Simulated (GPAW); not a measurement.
Band structure of MgTe (F-43m, 2 atoms in the cell).

```xyz
2
Lattice="0.0000 3.2320 3.2320 3.2320 0.0000 3.2320 3.2320 3.2320 0.0000" Properties=species:S:1:pos:R:3 pbc="T T T"
Mg     0.0000     0.0000     0.0000
Te     4.8480     4.8480     4.8480
```

Computed with PBEsol, GPAW PAW datasets PBEsol (made by gpaw-setup) (plane waves; GPAW).

Settings: mode = pw; ecut = 800 eV; xc = PBEsol; kpts = 9 9 9; mesh shift (steps) = 0 0 0; occupations.name = fermi-dirac; occupations.width = 0 eV; nbands = -8; convergence.forces = 0.001 eV/Å; convergence.bands = -6; symmetry.symmorphic = false; symmetry.tolerance = 0.0005; maxiter = 100; bandpath_npoints = 80.

The starting cell comes from a database of computed structures (which also holds hypothetical and non-ambient phases and stackings), without a prior relaxation at this level. Spin-orbit coupling is off.

**Question.** Predict the gap along the standard path and the places of the band edges.

**Answer.** The gap along the path is 2.31 eV, direct at Γ to within 0.01 eV.

Levels in eV from the top of the valence band on the SCF mesh, bands 5 to 12:
```csv
point,5,6,7,8,9,10,11,12
Γ,-10.19,0.00,0.00,0.00,2.31,5.44,5.44,5.44
X,-9.41,-3.05,-1.19,-1.19,2.73,3.49,9.55,9.55
W,-9.40,-2.69,-1.89,-1.46,4.47,5.63,6.12,6.33
K,-9.42,-2.80,-1.96,-0.96,3.36,5.17,7.85,7.89
L,-9.61,-3.23,-0.42,-0.42,3.16,5.48,5.48,7.18
U,-9.42,-2.80,-1.96,-0.96,3.36,5.17,7.85,7.89
```
